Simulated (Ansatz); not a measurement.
An ideal cubic perovskite cell is held by its symmetry; such compounds can tilt or shift off centre at room temperature. The starting structures come from a database of crystals and need not be the phases stable at ambient conditions.

By PBEsol, the system below comes out a metal.

Crystal: SrTaO3 (Pm-3m, cubic perovskite, not sure to be the ambient phase, 5 atoms a cell, 13.5 Å³ an atom, -7 GPa at this level); planes in its conventional cell.

Computed with PBEsol (plane waves, PAW; Ansatz, an electronic-structure program).

G/A = (e²/h) × open channels of both spins per area, as a mean over 0.1 eV about the Fermi level, without spin-orbit coupling, for the cells as given.

```json
[
 {"plane": "(110)", "area (Å²)": "23.4", "G/A (10¹⁵ S/m²)": "0.50"},
 {"plane": "(001)", "area (Å²)": "16.5", "G/A (10¹⁵ S/m²)": "?"},
 {"plane": "(111)", "area (Å²)": "28.6", "G/A (10¹⁵ S/m²)": "?"}
]
```

Q: Complete the blanks.

A: 
- (001), G/A (10¹⁵ S/m²): 0.44
- (111), G/A (10¹⁵ S/m²): 0.53
